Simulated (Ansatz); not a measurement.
Consider Ti$_{2}$GeC (space group P6_3/mmc, No. 194; a = 3.0533 Å, c = 12.8873 Å; a cell from a computed database, its experimental status unchecked).

All numbers come from plane-wave PAW DFT at the PBEsol level (Ansatz, a first-principles code, 420 eV), scalar-relativistic without spin-orbit coupling.

One change was made to it. Results:

```json
[
 {"quantity": "c/a ratio", "base": "4.221", "after": "4.366"},
 {"quantity": "lattice parameter a", "base": "3.053 Å", "after": "3.045 Å"}
]
```

### Question
What was done to the base?
(A) C → Sn
(B) Ge → Ga
(C) C → Pb

### Answer
B, Ge → Ga. For comparison, the lattice parameter a in the other runs: C → Sn gives 3.433 Å; C → Pb gives 3.492 Å.

No phonon test of stability was made. As relaxed here, Ti2SnGe and Ti2PbGe are hypothetical phases, not in the database extracts checked. For Ti2GaC in this form, whether it has been made was not checked. The final runs are not spin-polarised.
